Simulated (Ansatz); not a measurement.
# Cu3HO (model structure, started from the Li3OCl type, Pm-3m, No. 221, 5 atoms in the cell): properties by level of theory

```tsv
level (code)	equilibrium lattice constant a (Å)	bulk modulus B0 (GPa)	cohesive energy (eV/atom)	band gap (eV)
LDA (Ansatz)	3.790	126	3.71	0.00
PBE (Ansatz)	3.918	94.1	2.81	0.00
PBEsol (Ansatz)	3.844	112	3.21	0.00
r²SCAN (Ansatz)	3.868	108	3.05	0.07
```

Computed values are for a static lattice. A gap of zero means that the bands touch or overlap; how far they overlap is not shown.  Each level is taken at its own relaxed cell. Cutoffs differ between the levels. Ansatz's density-functional and Hartree–Fock values are scalar-relativistic unless marked +SOC, with PAW data made under PBE.

Caveats: the bulk modulus is −V dP/dV from two relaxed cells at ±2 % in volume (LDA, PBE, PBEsol, r²SCAN). Ansatz's density-functional and Hartree–Fock values are scalar-relativistic unless marked +SOC, with PAW data made under PBE.

Free atoms are spin-polarised, in the lowest state found; at levels without +SOC their spin–orbit coupling is left out.

The computed numbers hold no vibrational or temperature effects.

A model structure was made by putting elements into a prototype or built by hand; it is no filed structure, need not be a known phase, and can be a saddle point held by its symmetry.

Ansatz is an electronic-structure program.
